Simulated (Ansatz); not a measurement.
## Si: stress against strain

Si (diamond, Fd-3m, 19.706 Å³/atom at rest, cube axes along x, y and z) under a strain ε along a cube axis (axis z), the other axes held. LDA in Ansatz, a plane-wave DFT program (PAW, default set), 420 eV, 11×11×11 Γ-centred mesh, Fermi-Dirac smearing 0.05 eV; ions are relaxed within the symmetry of each cell. Stress is positive for a compressed cell.

Here s stands for strain and y for stress zz.

```
strain (%)  stress zz (GPa)
----------  ---------------
-3.00                     ?
-1.50                  2.43
-1.00                  1.61
-0.50                  0.80
0.00                  -0.01
0.50                  -0.81
1.00                  -1.60
1.50                  -2.38
```

Problem. Fit y against s with a straight line, and predict the withheld value at s = -3.00.

Solution. Means: s 0, y 0.006. About the means, the sum of products is -11.230 and the sum of squares of s is 7.0000; the slope is their ratio. Least squares gives y = 0.006 - 1.6043·s. Residuals (row less fit): 0.018, 0.000, -0.008, -0.016, -0.014, -0.002, 0.020; standard error 0.016 (degrees of freedom: 5). The slope gives the elastic constant C11 = 160 ± 0.6 GPa. At the withheld row, y = 0.006 - 1.6043 × (-3.0) = 4.819 GPa. The calculation gives 4.90 GPa, 0.081 GPa above the prediction (1.1 % of the range of y in the table). The row lies outside the fitted rows, so this is an extrapolation. From the scatter of the fitted rows alone, a prediction at this place has a standard error of 0.025 GPa, so the miss is 3.2 times that.

One order more, fitted to all 13 runs of the series, follows each within 0.01, so the miss is the next term of a smooth law. Rows are the converged runs of the series near zero and its far end; series whose fitted rows scatter by over a few per cent of the range, as at a crossing or softening among them, aren't shown in this form. Most that stay on the fit to the last digits aren't either.
